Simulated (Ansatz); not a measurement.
The reference is SrTiO3 in the cubic perovskite structure (space group Pm-3m, No. 221; a = 3.907 Å). Axes: x, y, z lie along the cube axes.

Level of theory: Ansatz (a quantum-chemistry and plane-wave program), r2SCAN, PAW, cutoff 500 eV, spin-orbit coupling left out.

For the base:

The band gap comes out as 2.26 eV and the smallest direct gap is 2.63 eV.

One thing is altered: uniaxial strain ε_zz = +1.08 %, all other strain components held at zero; the atoms relax in the strained cell.

Estimate the effect on the band gap.

The band gap shrinks by 0.046 eV to 2.22 eV.

Predict the new energy relative to the base.

The energy grows by 1.5 meV/atom.

What does the calculation give for the smallest direct gap after the change?

The smallest direct gap decreases by 0.03 eV (2.63 eV → 2.60 eV).

Estimate the effect on the stress.

The stress (xx, yy, zz, yz, xz, xy; compression positive) is (-1.13, -1.13, -3.60, 0.00, 0.00, 0.00) GPa.

No phonon test of stability was made. All final runs are without spin polarisation. Many cubic perovskites are stable only at high temperature; tilts and polar distortions were not tested.
